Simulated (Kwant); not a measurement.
Model: Hückel tight-binding model, one pz orbital an atom, one spin, coherent transport at 0 K (Kwant). Conductance is in e²/h.

System: π system c1cc2sccc2s1 between two chain leads. The π system is taken as planar. Atoms are numbered from 0 in the order of the SMILES. Site energies (eV, carbon 0): [0.0, 0.0, 0.0, -3.3, 0.0, 0.0, 0.0, -3.3]. Bonds (i, j, β in eV): (0,1,-3) (1,2,-3) (2,3,-2.1) (3,4,-2.1) (4,5,-3) (5,6,-3) (6,7,-2.1) (7,0,-2.1) (6,2,-3). Leads: chains of hopping −4.5 eV, joined by −0.6 eV to atoms 0 and 1.

Site energies and bond integrals are typed Hückel values.

Sweep values stay those of the base run.

One input was changed, with this effect: transmission at E = 0 0.0020 → 0.0013.

Which change was it?
A. contacts moved from atoms [0, 1] to [1, 5]
B. contacts moved from atoms [0, 1] to [0, 4]
C. contacts moved from atoms [0, 1] to [0, 5]

B, contacts moved from atoms [0, 1] to [0, 4]
